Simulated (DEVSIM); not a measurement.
Structure: Cr/HfO2/p-Ge capacitor, at 400 K.

```tsv
layer (left to right)	material	thickness (nm)	Na (cm⁻³)
1	HfO2	14.0	-
2	Ge	4900	1.5e15
```

Metal gate on the left, work function 4.5 eV. Fixed charge at the semiconductor interface 3.9e11 cm⁻² (in units of +e); interface traps 9.1e10 cm⁻² eV⁻¹, uniform in energy, neutral level at 0.7 of the gap above the valence band.

The device is made up for the run: typed textbook-type constants, with dimensions and the other settings drawn at random. Values at 300 K; Nc and Nv go as T^1.5, mobilities as T to minus their exponent, the gap by Varshni's rule with the affinity fixed.

```csv
parameter,HfO2,Ge
gap (eV),5.7,0.664
affinity (eV),2.5,4
permittivity,22,16
Nc (cm⁻³),-,1.04e19
Nv (cm⁻³),-,6e18
Varshni α (eV/K),-,0.000477
Varshni β (K),-,235
```

DEVSIM, 1D Poisson equation in equilibrium, Boltzmann statistics, complete ionisation; no quantum confinement or tunnelling. Metal contacts follow the ideal Schottky-Mott rule: no Fermi-level pinning, no interface dipoles.

Problem. Tabulate band edges, carrier densities and field at 0.2 V on the gate.

Solution. Energies count from the Fermi level of the right contact; mesh points crowd at the junctions.

| x (μm) | Ec (eV) | Ev (eV) | n (cm⁻³) | p (cm⁻³) | field (V/cm) |
|---|---|---|---|---|---|
| 0.000 | 1.800 | -3.900 | < 1e2 | < 1e2 | -27000 |
| 0.001431 | 1.796 | -3.904 | < 1e2 | < 1e2 | -27000 |
| 0.004326 | 1.788 | -3.912 | < 1e2 | < 1e2 | -27000 |
| 0.009409 | 1.775 | -3.925 | < 1e2 | < 1e2 | -27000 |
| 0.01304 | 1.765 | -3.935 | < 1e2 | < 1e2 | -27000 |
| 0.01426 | 0.263 | -0.361 | 7.9e15 | 2.6e14 | 8000 |
| 0.01627 | 0.264 | -0.360 | 7.5e15 | 2.7e14 | 7800 |
| 0.02334 | 0.270 | -0.355 | 6.4e15 | 3.2e14 | 7100 |
| 0.03818 | 0.279 | -0.345 | 4.9e15 | 4.2e14 | 6000 |
| 0.07196 | 0.296 | -0.328 | 3.0e15 | 6.9e14 | 4200 |
| 0.1508 | 0.319 | -0.305 | 1.5e15 | 1.3e15 | 1900 |
| 0.4494 | 0.338 | -0.286 | 8.8e14 | 2.3e15 | 97 |
| 1.031 | 0.339 | -0.285 | 8.6e14 | 2.4e15 | ≈ 0 |
| 2.389 | 0.339 | -0.285 | 8.6e14 | 2.4e15 | ≈ 0 |
| 4.114 | 0.339 | -0.285 | 8.6e14 | 2.4e15 | ≈ 0 |
| 4.572 | 0.339 | -0.285 | 8.6e14 | 2.4e15 | ≈ 0 |
| 4.768 | 0.339 | -0.285 | 8.6e14 | 2.4e15 | ≈ 0 |
| 4.852 | 0.339 | -0.285 | 8.6e14 | 2.4e15 | ≈ 0 |
| 4.895 | 0.339 | -0.285 | 8.6e14 | 2.4e15 | ≈ 0 |
| 4.907 | 0.339 | -0.285 | 8.6e14 | 2.4e15 | ≈ 0 |
| 4.912 | 0.339 | -0.285 | 8.6e14 | 2.4e15 | ≈ 0 |
| 4.914 | 0.339 | -0.285 | 8.6e14 | 2.4e15 | ≈ 0 |
